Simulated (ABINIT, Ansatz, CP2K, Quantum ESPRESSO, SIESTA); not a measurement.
**Code comparison for KTaO3 (Pm-3m, 5 atoms in the cell)**

Self-consistent single point.

```yaml
crystal:
  lattice:
    - [4.04202, 0.00000, 0.00000]
    - [0.00000, 4.04202, 0.00000]
    - [0.00000, 0.00000, 4.04202]
  atoms:
    - { symbol: K, position: [0.50000, 0.50000, 0.50000] }
    - { symbol: Ta, position: [0.00000, 0.00000, 0.00000] }
    - { symbol: O, position: [0.00000, 0.50000, 0.00000] }
    - { symbol: O, position: [0.50000, 0.00000, 0.00000] }
    - { symbol: O, position: [0.00000, 0.00000, 0.50000] }
```

All programs got the same cell, k-point mesh and kind of occupations (some realise fixed ones as a very narrow smearing) (in Ansatz's words: kpoints.mp_grid.grid = 7 7 7; scf.occupations.method = fixed); potentials, basis and cutoffs are each program's usual ones.

| code | model | pressure (GPa) | k-points | cutoff |
|---|---|---|---|---|
| Quantum ESPRESSO | PBE, GBRV 1.5 ultrasoft (PBE) pseudopotentials | -3.07 | 20 | 40 Ry |
| SIESTA | GGA PBE, numerical atomic orbitals DZP, PseudoDojo PBE standard norm-conserving potentials (rewritten from UPF to PSML) | -0.21 | 172 | grid 350 Ry |
| ABINIT | PBE, PAW (JTH v2.0 PBE PAW) | -2.40 | 20 | 48 Ry |
| Ansatz | PBE, PAW files | -2.87 | 20 | default |
| CP2K | PBE, GPW, DZVP-MOLOPT-SR-GTH basis, GTH-PBE potentials (GTH_POTENTIALS) | -5.09 | 172 | grid 500 Ry |

The spread over the programs that give each value: pressure within 4.88 GPa.

The starting cell comes from a database of computed structures (which also holds hypothetical and non-ambient phases and stackings), without a prior relaxation at this level. Its lattice was rescaled by a random factor within 2.5 % of one. On Ansatz's run: Spin-orbit coupling is off. Spin polarisation is off.

Q: Why do the programs differ, and what cannot be compared?

A: Differences of this kind can come from the potentials, where these differ, and from what each basis and cutoff leave unconverged. The zero of total energies and Fermi levels follows the potentials and each program's conventions, so they are not compared here. SIESTA and CP2K use small atom-centred bases, whose incompleteness enters pressures, forces and empty levels differently from a plane-wave cutoff. Ansatz's pressure is given at a fixed set of plane waves, as the other plane-wave codes print theirs; with its correction for the finite basis it is -2.56 GPa (the shift of 0.31 GPa shows how far the cutoff is from converged). The programs reduce the same mesh by symmetry to different extents, which changes the work and not the result. In the pressure, SIESTA (by 2.66) and CP2K (by 2.22) lie more than 1 GPa from the median of the plane-wave programs.

This mesh misses zone-boundary points where a band edge of such crystals can lie, so no gaps are given.

Left out of this page: GPAW, Elk and FLEUR (not drawn, or without a comparable value).

Ansatz is a program for electronic structure.

Keys are those of Ansatz 0.2.
